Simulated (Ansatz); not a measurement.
**Effect of tensor shear ε_xz = +0.80 % on SiC**

Start from SiC (space group P6_3mc, No. 186; a = 3.0585 Å, c = 10.0120 Å). Axes: x lies along a and z along c of the hexagonal cell.

One thing is altered: tensor shear ε_xz = +0.80 % (engineering shear γ = 0.0160); the atoms relax in the strained cell.

Computed with DFT with LDA, PAW potentials and a 420 eV plane-wave cutoff in Ansatz (a quantum-chemistry and plane-wave program), scalar-relativistic without spin-orbit coupling. k-mesh 12×12×4 (Γ-centred); smearing 0.05 eV (Fermi–Dirac).

The volume per atom remains 10.14 Å³ and the shortest interatomic distance falls by 0.004 Å to 1.867 Å. The energy goes up by 1.3 meV/atom and the pressure (mean of the normal stresses, compression positive) stays essentially unchanged (0.00 GPa against 0.01 GPa). The band gap decreases by 0.056 eV, from 2.18 eV to 2.13 eV and the gap character comes out as indirect, Γ → V₂. The smallest direct gap falls by 0.015 eV to 3.30 eV and the valence-band top at Γ (three highest levels, from the VBM) goes from 0.00, 0.00, -0.05 eV to 0.00, -0.04, -0.14 eV. The valley order (the lowest conduction-band minima on the path, energy above the VBM, named in the base's zone) comes out as M (1/2, 1/2, 0) 2.13 eV; M (0, 1/2, 0) 2.14 eV; L (1/2, 1/2, 1/2) 2.53 eV and the stress (xx, yy, zz, yz, xz, xy; compression positive) comes out as (-0.03, 0.01, 0.04, 0.00, -2.60, 0.00) GPa.

Final structure:

```
CELL_PARAMETERS angstrom
      3.05845     0.00000     0.02447
     -1.52923     2.64870    -0.01223
      0.08010     0.00000    10.01200
ATOMIC_POSITIONS crystal
  Si 0.00078 0.00015 0.50031
  Si 0.00064 0.99985 0.00031
  Si 0.33406 0.66656 0.25025
  Si 0.66750 0.33344 0.75025
  C  0.99936 0.99993 0.31286
  C  0.99943 0.00007 0.81286
  C  0.33236 0.66648 0.06222
  C  0.66587 0.33352 0.56222
```

Semilocal Kohn–Sham gaps tend to fall short of experiment. Whether these cells are dynamically stable was not tested. k-point labels follow each cell's own Brillouin zone.
